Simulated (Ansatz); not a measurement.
Coverage and cell size: S on the 1x1 (111) surface of fcc Ni, ferromagnetic, one adsorbate a cell, in each cell the lowest of the starts that converged. Energies against ⅛ S8(g), without dispersion, zero-point or thermal terms; small cells hold the layer to their symmetry. A negative adsorption energy means that the adsorbate is more stable on the surface than in its reference.

Method: PBE (plane waves to 420 eV, PAW; Ansatz, an electronic-structure program).

| area an adsorbate, end state | atoms | E_ads (eV) | height (Å) | Δ work function (eV) | rough cost |
|---|---|---|---|---|---|
| 5 Å², bonded to Ni | 5 | 0.19 | 2.17 | -0.69 | very roughly 2.5 core-minutes |
| 11 Å², bonded to 3 Ni | 9 | (withheld) | 1.64 | -0.16 | around 11 core-minutes (rough) |
| 21 Å², bonded to 3 Ni | 17 | -2.10 | 1.56 | (withheld) | very roughly 13 core-minutes |

Some entries are withheld; supply them.


- 11 Å², bonded to 3 Ni, E_ads (eV): -1.23
- 21 Å², bonded to 3 Ni, Δ work function (eV): 0.23
